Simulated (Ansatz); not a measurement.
Here is the system:

```
CELL_PARAMETERS angstrom
      4.62145     0.00000     0.00000
     -2.31073     4.00230     0.00000
      0.00000     0.00000     6.90771
ATOMIC_POSITIONS crystal
  La 0.33333 0.66667 0.23709
  La 0.66667 0.33333 0.76291
  S  0.00000 0.00000 0.00000
  S  0.33333 0.66667 0.65104
  S  0.66667 0.33333 0.34896
```

A single point on La2O3 with a change (O → S), its geometry relaxed with PBEsol.

Level of theory: PBEsol (Ansatz, a quantum-chemistry and plane-wave program), with spin-orbit coupling. Settings: 8×8×5 k-points, 0.05 eV Fermi–Dirac smearing.

Task: Predict the band gap and pressure.

Result: Band gap: 2.10 eV
Pressure: -0.01 GPa

Single points use the geometry relaxed with PBEsol. No phonon test of stability was made. The cell was made from La2O3 by this change: O → S; the result is a hypothetical phase, not in the database extracts checked.
